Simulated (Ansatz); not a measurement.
## GeS (model structure, started from the beta GaS type, P6₃/mmc, No. 194, 8 atoms in the cell): lattice constant a by level of theory

No measured value is used here.

Task: Put these levels in order of the lattice constant a that they give for GeS (model structure, started from the beta GaS type, P6₃/mmc, No. 194, 8 atoms in the cell), smallest first: PBE (Ansatz, a program for electronic structure), PBE-D3(BJ) (Ansatz), PBEsol (Ansatz).

Result: PBEsol (3.417 Å), PBE-D3(BJ) (3.480 Å), PBE (3.492 Å)

Ansatz's density-functional and Hartree–Fock values are scalar-relativistic unless marked +SOC, with PAW data made under PBE.

A model structure was made by putting elements into a prototype or built by hand; it is no filed structure, need not be a known phase, and can be a saddle point held by its symmetry.
